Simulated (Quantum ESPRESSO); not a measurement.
Quantum ESPRESSO run on ZrC (Fm-3m, 2 atoms in the cell): self-consistent single point.

Method of the run: vdW-DF2, PseudoDojo standard norm-conserving (PBE) pseudopotentials (plane waves; Quantum ESPRESSO).

```yaml
crystal:
  lattice:
    - [-2.31213, 0.00000, 2.31213]
    - [0.00000, 2.31213, 2.31213]
    - [-2.31213, 2.31213, 0.00000]
  atoms:
    - { symbol: Zr, position: [0.00000, 0.00000, 0.00000] }
    - { symbol: C, position: [0.50000, 0.50000, 0.50000] }
```

Reference input (self-consistent single point, DFT, PBE, plane waves, PseudoDojo standard norm-conserving (PBE) pseudopotentials): ecutwfc = 85 Ry; occupations = smearing; smearing = fermi-dirac; degauss = 0.0073499 Ry; potentials = {Zr: Zr.upf, C: C.upf}; K_POINTS = automatic 10 10 10 0 0 0; conv_thr = 1e-10 Ry; mixing_beta = 0.3. This run's input differs from it in these lines:

```diff
@@ -16,2 +16,3 @@
     degauss = 0.0073499
+    input_dft = 'vdw-df2'
 /
```

Output (repeated stretches shortened):

```
     Self-consistent Calculation

     iteration #  1     ecut=    85.00 Ry     beta= 0.30

     total energy              =    -113.86740302 Ry
     estimated scf accuracy    <       0.80369429 Ry

     iteration #  2     ecut=    85.00 Ry     beta= 0.30

     total energy              =    -114.01799539 Ry
     estimated scf accuracy    <       0.00490255 Ry

     iteration #  3     ecut=    85.00 Ry     beta= 0.30

     total energy              =    -114.02167199 Ry
     estimated scf accuracy    <       0.00520439 Ry

   [... 8 blocks of this kind left out ...]

     iteration # 12     ecut=    85.00 Ry     beta= 0.30

     total energy              =    -114.02352151 Ry
     estimated scf accuracy    <          3.3E-09 Ry

     iteration # 13     ecut=    85.00 Ry     beta= 0.30
     End of self-consistent calculation

     the Fermi energy is    16.0445 ev

!    total energy              =    -114.02352151 Ry
     estimated scf accuracy    <          7.6E-12 Ry
     smearing contrib. (-TS)   =      -0.00076666 Ry
     internal energy E=F+TS    =    -114.02275485 Ry

     convergence has been achieved in  13 iterations

     Forces acting on atoms (cartesian axes, Ry/au):

     atom    1 type  1   force =     0.00000000    0.00000000    0.00000000
     atom    2 type  2   force =     0.00000000    0.00000000    0.00000000

     Total force =     0.000000     Total SCF correction =     0.000000

          total   stress  (Ry/bohr**3)                   (kbar)     P=      274.42
   0.00186547  -0.00000000   0.00000000          274.42       -0.00        0.00
  -0.00000000   0.00186547   0.00000000           -0.00      274.42        0.00
   0.00000000   0.00000000   0.00186547            0.00        0.00      274.42

   JOB DONE.
```

The run converged in 13 iterations. Against the reference run the pressure goes from 13.64 to 27.44 GPa.

The starting cell comes from a database of computed structures (which also holds hypothetical and non-ambient phases and stackings), without a prior relaxation at this level. Its lattice was rescaled by a random factor within 2.5 % of one. With a pressure of about 27 GPa the cell is away from its equilibrium volume at this level.

Cost on one core of a shared machine: roughly 3 min.
